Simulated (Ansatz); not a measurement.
Take Rb in the bcc (W type) structure (space group Im-3m, No. 229; a = 5.6752 Å; relaxed with 0.1 eV smearing) as the base.

Method: plane-wave PAW DFT at the PBE level (Ansatz, a quantum-chemistry and plane-wave program, 420 eV), no spin-orbit coupling.

Strains are applied to the cell and any free atomic positions relax.

One change was made to it. Results:

| quantity | base | after |
|---|---|---|
| energy relative to the base (free energy F) | 0 meV/atom | +0.7 meV/atom |
| pressure | 0.0 GPa | -0.1 GPa |

Problem. Which of these changes matches the shifts?
A. isotropic strain −3.00 %
B. isotropic strain +2.50 %
C. isotropic strain +1.00 %
D. isotropic strain +3.00 %

Solution. C, isotropic strain +1.00 %. For comparison, the energy relative to the base in the other runs: isotropic strain −3.00 % gives +6.7 meV/atom; isotropic strain +2.50 % gives +4.2 meV/atom; isotropic strain +3.00 % gives +6.0 meV/atom.

Stability against distortions was not tested. All final runs are without spin polarisation.
